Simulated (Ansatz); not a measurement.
Consider CuCl in the wurtzite structure (space group P6_3mc, No. 186; a = 3.716 Å, c = 6.184 Å).

Perturbation: a negative pressure, −2 GPa.

Levels (all Ansatz, a program for electronic structure, PAW): PBEsol (420 eV, no spin-orbit coupling); HSE06 (420 eV, spin-orbit coupling left out).

The geometry is relaxed with PBEsol.

* **PBEsol band gap**: 0.52 eV

Predict the band gap from HSE06.

The band gap goes up by 1.93 eV, from 0.52 eV to 2.45 eV.

Single points use the geometry relaxed with PBEsol. Load acts through the strain it causes; cell and atoms are relaxed under it. Stability against distortions was not tested. No Hubbard U is applied. The final runs are not spin-polarised. This is not the structure that CuCl has at room temperature and ambient pressure.
